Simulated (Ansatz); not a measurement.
**B20 (FeSi-type) CoSi**

Level of theory: PBE (plane waves, PAW; Ansatz, an electronic-structure program).

Settings: plane-wave cutoff 520 eV, 12×12×12 k mesh, Fermi–Dirac smearing 0.05 eV, no spin polarisation, scalar-relativistic PAW data made under PBE.

Cell (relaxed at this level):

```yaml
crystal:
  lattice:
    - [4.43072, 0.00000, 0.00000]
    - [0.00000, 4.43072, 0.00000]
    - [0.00000, 0.00000, 4.43072]
  atoms:
    - { symbol: Co, position: [0.85500, 0.64500, 0.35500] }
    - { symbol: Co, position: [0.35500, 0.85500, 0.64500] }
    - { symbol: Co, position: [0.14500, 0.14500, 0.14500] }
    - { symbol: Co, position: [0.64500, 0.35500, 0.85500] }
    - { symbol: Si, position: [0.15680, 0.34320, 0.65680] }
    - { symbol: Si, position: [0.65680, 0.15680, 0.34320] }
    - { symbol: Si, position: [0.84320, 0.84320, 0.84320] }
    - { symbol: Si, position: [0.34320, 0.65680, 0.15680] }
```

```json
{
 "bulk_modulus": "219 GPa",
 "band_gap": "zero (no gap)",
 "pressure derivative B′ of the bulk modulus": "4.9"
}
```

Measured, for comparison: bulk modulus 207 GPa (temperature not stated, not corrected to a static lattice; as tabulated in Electronic Structure of B20 (FeSi-Type) Transition-Metal Monosilicides …). Computed (rounded) less measured: bulk modulus +6 %. A static lattice is as a rule a little smaller and stiffer than an uncorrected measurement, which narrows the difference in the bulk modulus and would widen misses of the other sign.

Note: the bulk modulus comes from volumes at which shape and atoms were relaxed.

The computed numbers hold no vibrational or temperature effects.
